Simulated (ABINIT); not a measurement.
## Several settings converged on Rh (Fm-3m, 1 atom in the cell)

```xyz
1
Lattice="0.0000 1.9095 1.9095 1.9095 0.0000 1.9095 1.9095 1.9095 0.0000" Properties=species:S:1:pos:R:3 pbc="T T T"
Rh     0.0000     0.0000     0.0000
```

Base method: PBE, norm-conserving pseudopotentials (PseudoDojo nc-sr-05 PBE standard) (plane waves; ABINIT).

Base settings: pseudos = [Rh.upf]; ecut = 44 Ha; ixc = 11; occopt = 3; tsmear = 0.00367493 Ha; ngkpt = 9 9 9; nshiftk = 1; shiftk = 0 0 0; potentials = PseudoDojo nc-sr-05 PBE standard; nband = 14.

The count of work is k-points × plane waves × bands × iterations; it is no time. Core times come from one kind of shared machine, to one figure; runs under 30 s give none.

**The k-point mesh at a smearing width of 0.05 eV**

In this ladder: tsmear = 0.00183747 Ha.

The second cell is the first with its lattice scaled by 0.98.

Only quantities that move along the ladder and can be compared are tabulated.

| ngkpt | free energy less the last step's (meV/atom) | energy of the compressed cell less the first (meV/atom) | pressure (GPa) | count of work / last | core time / last (rough) |
|---|---|---|---|---|---|
| 5 5 5 | 140.59 | 74.01 | 5.14 | 0.015 | – |
| 6 6 6 | 79.59 | 67.58 | 3.96 | 0.027 | – |
| 8 8 8 | 29.00 | 64.19 | 3.37 | 0.043 | – |
| 9 9 9 | 7.88 | 60.11 | 2.60 | 0.051 | – |
| 11 11 11 | 7.63 | 61.59 | 2.89 | 0.082 | – |
| 13 13 13 | -1.92 | 60.11 | 2.60 | 0.12 | – |
| 16 16 16 | -0.11 | 60.12 | 2.61 | 0.21 | 0.3 |
| 20 20 20 | -0.79 | 59.66 | 2.52 | 0.38 | 0.6 |
| 29 29 29 | 0.00 | 59.74 | 2.54 | 1.0 | 1 |

Coarsest ngkpt that holds the pressure within 0.2 GPa of the last step, with all finer ones: 13 13 13, at 0.12 of the last step's count of work; the step before is off by 0.35 GPa.

Coarsest ngkpt that holds the energy of the compressed cell less the first within 1 meV/atom of the last step, with all finer ones: 13 13 13, at 0.12 of the last step's count of work; the step before is off by 1.8 meV/atom.

Coarsest ngkpt that holds the free energy within 5 meV/atom of the last step, with all finer ones: 13 13 13, at 0.12 of the last step's count of work; the step before is off by 7.6 meV/atom.

The energy difference between the two cells stays within 1 meV/atom of the last step's from 13 13 13 on, the total only from 16 16 16 on: much of the error is common to both cells and cancels.

Two neighbours can agree and both be off: 9 9 9 and 11 11 11 differ by 0.25 meV/atom in the free energy, yet lie about 7.6 meV/atom from the last step.

**The width of Gaussian smearing**

In this ladder: occopt = 7; ngkpt = 15 15 15.

Narrow widths need finer meshes than wide ones, so the last steps can hold mesh noise.

Only quantities that move along the ladder and can be compared are tabulated; pressure and forces are left out, as mesh noise rules them at narrow widths.

| tsmear | free energy less the last step's (meV/atom) |
|---|---|
| 0.0367493 Ha | -346.84 |
| 0.0183747 Ha | -86.12 |
| 0.0110248 Ha | -29.63 |
| 0.00734986 Ha | -12.84 |
| 0.00367493 Ha | -2.71 |
| 0.00183747 Ha | 0.00 |

Widest tsmear that holds the free energy within 5 meV/atom: not settled: the last two steps still differ by 2.7 meV/atom, over half the tolerance, so the ladder does not show it.

On the base run: the starting cell has typed, rounded lattice constants, without a prior relaxation at this level. Its lattice was rescaled by up to half a per cent. Spin polarisation is off.

Left out of this page: 2 runs of the series outside the window shown, repeating another row's setting, or not comparable.
